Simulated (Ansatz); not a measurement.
Worked example: self-consistent single point of YCu5 (P6mm, 6 atoms in the cell) in Ansatz (a quantum-chemistry and plane-wave program).

Method of the run: LDA (PW92), default PAW files made with PBE (plane waves; Ansatz).

```
YCu5
1.0
    4.98769     0.00000     0.00000
   -2.49385     4.31947     0.00000
    0.00000     0.00000     4.02142
Y Cu
1 5
Direct
  0.00000   0.00000   0.01243
  0.33333   0.66667   0.00000
  0.66667   0.33333   0.00000
  0.50000   0.00000   0.50000
  0.50000   0.50000   0.50000
  0.00000   0.50000   0.50000
```

Reference input (self-consistent single point, DFT, LDA (PW92), plane waves, default PAW files made with PBE): basis.ecutwfc = 420 eV; kpoints.mp_grid.grid = 8 8 8; hamiltonian.xc = lda; hamiltonian.pseudopotentials = {kind: paw} (the program's default PAW files); scf.occupations.method = fermi_dirac; scf.occupations.width = 0.1 eV. This run's input differs from it in these lines:

Ansatz 0.2 input:
```diff
@@ -16,3 +16,3 @@
   mp_grid:
-    grid: [8, 8, 8]
+    grid: [13, 13, 13]
 hamiltonian:
@@ -24,3 +24,3 @@
     method: fermi_dirac
-    width: 0.1
+    width: 0.2
 output:
```

The program printed (abridged):

```
SCF iter   1: F=—  HF=-36525.497135 eV  |F-HF|=—  |Δ(HF+E_count)|=         —  Δρ=1.87e-2  dr2=1.37e-1  ethr=1.77e-3  ⟨swp⟩=5.3  Hψ=29992  notcnv=0  defer=101
all-band conjugate gradients solve this SCF's bands
preconditioner: auto → Kerker (q_TF=auto, 2.822 Å⁻¹)
SCF iter   2: F=—  HF=-36525.466213 eV  |F-HF|=—  |Δ(HF+E_count)|=   3.09e-2  Δρ=2.52e-3  dr2=4.46e-3  ethr=1.29e-4  ⟨swp⟩=2.0  Hψ=15301  notcnv=0  defer=104
   [... lines left out ...]
SCF iter   5: F=—  HF=-36525.464625 eV  |F-HF|=—  |Δ(HF+E_count)|=   4.42e-5  Δρ=3.92e-4  dr2=1.27e-4  ethr=2.89e-7  ⟨swp⟩=2.1  Hψ=13601  notcnv=0  defer=104
SCF iter   6: F=—  HF=-36525.464597 eV  |F-HF|=—  |Δ(HF+E_count)|=   2.76e-5  Δρ=9.48e-5  dr2=8.66e-6  ethr=1.20e-7  ⟨swp⟩=2.0  Hψ=13082  notcnv=0  defer=104
SCF iter   7: F=—  HF=-36525.464612 eV  |F-HF|=—  |Δ(HF+E_count)|=   1.43e-5  Δρ=3.43e-5  dr2=8.42e-7  ethr=8.17e-9  ⟨swp⟩=2.0  Hψ=14526  notcnv=0  defer=104
SCF iter   8: F=-36525.464612 eV  HF=-36525.464612 eV  |F-HF|=3.49e-8  |Δ(HF+E_count)|=   1.12e-7  Δρ=7.88e-6  dr2=6.86e-8  ethr=9.43e-11  ⟨swp⟩=7.1  Hψ=39496  notcnv=0
SCF 1 converged in 8 iterations: F = -36525.464612 eV  dr2 = 6.86e-8
Free energy (F): -36525.464612 eV
Internal energy: -36525.066529 eV  (E = F + TS)
E sigma→0 (E₀):  -36525.265570 eV
Entropy (-TS):   -0.398082 eV (-66.347 meV/atom)
Fermi energy:    14.854823 eV
--- Forces (eV/Å), atoms counted from 1 ---
  atom   1  Y      0.00000000     0.00000000    -0.04416565
  atom   2  Cu     0.00000000     0.00000000    -0.02479387
  atom   3  Cu     0.00000000    -0.00000000    -0.02479387
  atom   4  Cu     0.00000000     0.00000000     0.03125367
  atom   5  Cu     0.00000000     0.00000000     0.03125367
  atom   6  Cu     0.00000000     0.00000000     0.03125367
--- Stress (GPa, compression-positive) ---
       -6.043308       0.000000      -0.000000
        0.000000      -6.043308       0.000000
        0.000000      -0.000000      -6.137031
  P = ⅓ Tr σ = -6.0745 GPa (-60.745 kbar)
  The stress holds the Pulay correction. Without it, at fixed plane waves, as pw.x and ABINIT print it: P = -6.1418 GPa
```

The run converged in 8 iterations. Against the reference run the free energy falls by 25.4 meV/atom, the pressure hardly changes (-6.12 to -6.07 GPa) and the largest force hardly changes (0.042 to 0.044 eV/Å).

The starting cell comes from a database of computed structures (which also holds hypothetical and non-ambient phases and stackings), without a prior relaxation at this level. Its lattice was rescaled by up to half a per cent. One atom was moved a little off its site on purpose. Spin polarisation is off. With a pressure of about -6 GPa the cell is away from its equilibrium volume at this level. Ansatz's pressure includes its estimate of the finite-basis (Pulay) stress.

Cost on one core of a shared machine: roughly 80 s.
